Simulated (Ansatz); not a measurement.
# Hypothetical Fm-3m WGe2, element substitutions

Consider WGe2 (space group Fm-3m, No. 225; a = 6.078 Å; a hypothetical phase, not in the database extracts checked).

Each row replaces one element on all its sites; cell and atoms are relaxed.

Computed with Ansatz (a first-principles code), r2SCAN, PAW, cutoff 500 eV, without spin-orbit coupling, earlier PAW set.

| variant | density | shortest interatomic distance |
|---|---|---|
| base | 9.74 g/cm³ | 2.632 Å |
| Ge → Pt | (withheld) | (withheld) |
| W → Mo | 7.23 g/cm³ | 2.621 Å |
| Ge → Zn | 9.88 g/cm³ | 2.580 Å |

Task: Some entries are withheld; estimate them.

Result: 
- Ge → Pt, density: 17.36 g/cm³
- Ge → Pt, shortest interatomic distance: 2.612 Å

Whether these cells are dynamically stable was not tested. As relaxed here, Pt2W, MoGe2 and Zn2W are hypothetical phases, not in the database extracts checked. The final runs are not spin-polarised. WGe2, MoGe2 and Zn2W have a high density of states at the Fermi level and may be magnetic at this level.
